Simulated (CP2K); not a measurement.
A self-consistent single point of TlCl (Fm-3m, 2 atoms in the cell) with CP2K

Computed with LDA (Pade form), GPW, DZVP-MOLOPT-SR-GTH basis, GTH-PADE potentials (GTH_POTENTIALS) (CP2K 2026.2).

Input:

```
&GLOBAL
  PROJECT tlcl
  RUN_TYPE ENERGY_FORCE
  PRINT_LEVEL LOW
&END GLOBAL
&FORCE_EVAL
  METHOD Quickstep
  STRESS_TENSOR ANALYTICAL
  &DFT
    BASIS_SET_FILE_NAME BASIS_MOLOPT
    POTENTIAL_FILE_NAME GTH_POTENTIALS
    &QS
      METHOD GPW
      EPS_DEFAULT 1E-11
    &END QS
    &MGRID
      CUTOFF 500
      REL_CUTOFF 40
      NGRIDS 5
    &END MGRID
    &SCF
      SCF_GUESS ATOMIC
      EPS_SCF 1E-7
      MAX_SCF 100
      ADDED_MOS 5
      &DIAGONALIZATION
        ALGORITHM STANDARD
      &END DIAGONALIZATION
      &MIXING
        METHOD BROYDEN_MIXING
        ALPHA 0.4
        NBUFFER 12
      &END MIXING
    &END SCF
    &KPOINTS
      SCHEME MONKHORST-PACK 3 3 3
    &END KPOINTS
    &XC
      &XC_FUNCTIONAL PADE
      &END XC_FUNCTIONAL
    &END XC
    &PRINT
      &MO
        EIGENVALUES T
        OCCUPATION_NUMBERS T
        NDIGITS 8
        FILENAME mo
        &EACH
          QS_SCF 0
        &END EACH
        ADD_LAST NUMERIC
      &END MO
      &MULLIKEN OFF
      &END MULLIKEN
    &END PRINT
  &END DFT
  &SUBSYS
    &CELL
      A 4.53036500 0.00000000 0.00000000
      B 2.26518300 3.92341100 0.00000000
      C 2.26518300 1.30780400 3.69902800
      PERIODIC XYZ
    &END CELL
    &COORD
      SCALED
      Tl       0.00000000     0.00000000     0.00000000
      Cl       0.50000000     0.50000000     0.50000000
    &END COORD
    &KIND Tl
      BASIS_SET DZVP-MOLOPT-SR-GTH-q13
      POTENTIAL GTH-PADE-q13
    &END KIND
    &KIND Cl
      BASIS_SET DZVP-MOLOPT-SR-GTH-q7
      POTENTIAL GTH-PADE-q7
    &END KIND
  &END SUBSYS
  &PRINT
    &FORCES ON
    &END FORCES
    &STRESS_TENSOR ON
    &END STRESS_TENSOR
  &END PRINT
&END FORCE_EVAL
```

Output (repeated stretches shortened):

```
 GLOBAL| Method name                                                        CP2K
 GLOBAL| Project name                                                       tlcl
 GLOBAL| Run type                                                   ENERGY_FORCE

 TOTAL NUMBERS AND MAXIMUM NUMBERS

  Total number of            - Atomic kinds:                                   2
                             - Atoms:                                          2
                             - Shell sets:                                     2
                             - Shells:                                        12
                             - Primitive Cartesian functions:                 10
                             - Cartesian basis functions:                     44
                             - Spherical basis functions:                     38

  Maximum angular momentum of- Orbital basis functions:                        3
                             - Local part of the GTH pseudopotential:          0
                             - Non-local part of the GTH pseudopotential:      4

 SCF PARAMETERS         Density guess:                                    ATOMIC
                        max_scf:                                             100
                        max_diis:                                              4
                        eps_scf:                                        1.00E-07
                        eps_diis:                                       1.00E-01
                        eps_eigval:                                     1.00E-05
                        level_shift [a.u.]:                             0.000000
                        added MOs                                         5    0
                        Mixing method:                            BROYDEN_MIXING
                                                charge density mixing in g-space
                        No outer SCF

 Extrapolation method: initial_guess

 Number of electrons:                                                         20
 Number of occupied orbitals:                                                 10
 Number of molecular orbitals:                                                15

 Number of orbital functions:                                                 38
 Number of independent orbital functions:                                     38

 SCF WAVEFUNCTION OPTIMIZATION

  Step     Update method      Time    Convergence         Total energy    Change
     1 NoMix/Diag. 0.40E+00      -     2.06370404       -64.9563501032 -6.50E+01
     2 Broy./Diag. 0.40E+00      -     0.08957613       -64.8913956872  6.50E-02
     3 Broy./Diag. 0.40E+00      -     0.02765983       -65.0632682198 -1.72E-01
     4 Broy./Diag. 0.40E+00      -     0.00763781       -65.0468801576  1.64E-02
     5 Broy./Diag. 0.40E+00      -     0.00274565       -65.0274596723  1.94E-02
     6 Broy./Diag. 0.40E+00      -     0.00055189       -65.0379020985 -1.04E-02
     7 Broy./Diag. 0.40E+00      -     0.00011655       -65.0382897598 -3.88E-04
     8 Broy./Diag. 0.40E+00      -     0.00006984       -65.0384691965 -1.79E-04
     9 Broy./Diag. 0.40E+00      -     0.00000523       -65.0382803332  1.89E-04
    10 Broy./Diag. 0.40E+00      -     0.00000068       -65.0382960229 -1.57E-05
    11 Broy./Diag. 0.40E+00      -     0.00000006       -65.0382956661  3.57E-07

  *** SCF run converged in    11 steps ***

  Electronic density on regular grids:        -19.9999999999        0.0000000001
  Core density on regular grids:               19.9999999998       -0.0000000002
  Total charge density on r-space grids:       -0.0000000002
  Total charge density g-space grids:          -0.0000000002

  Overlap energy of the core charge distribution:               0.00000000000000
  Self energy of the core charge distribution:               -120.39380381515757
  Core Hamiltonian energy:                                     32.93287707130192
  Hartree energy:                                              31.78404086533648
  Exchange-correlation energy:                                 -9.36140978754046

  Total energy:                                               -65.03829566605964

 ENERGY| Total FORCE_EVAL ( QS ) energy [hartree]            -65.038295788663802

 FORCES| Atomic forces [hartree/bohr]
 FORCES|   Atom     x               y               z               |f|
 FORCES|      1 -8.56216054E-15 -7.92676645E-15 -5.83989018E-15   1.30479323E-14
 FORCES|      2 -2.44004000E-15  4.92224279E-15 -4.40950987E-15   7.04457568E-15
 FORCES| Sum    -1.10022005E-14 -3.00452366E-15 -1.02494000E-14
 FORCES| Total atomic force                                       1.53338117E-14

 STRESS| Analytical stress tensor [bar]
 STRESS|                        x                   y                   z
 STRESS|      x       -2.38057120633E+04   9.82546409858E-01   6.94768032315E-01
 STRESS|      y        9.82546409858E-01  -2.38073832158E+04   3.90763162840E-01
 STRESS|      z        6.94768032315E-01   3.90763162840E-01  -2.38076972113E+04
 STRESS| 1/3 Trace                                            -2.38069308301E+04
```

The run converged in 11 iterations.

The starting cell comes from a database of computed structures (which also holds hypothetical and non-ambient phases and stackings), without a prior relaxation at this level. Its lattice was rescaled by up to half a per cent. Values carry the incompleteness of an atom-centred basis.
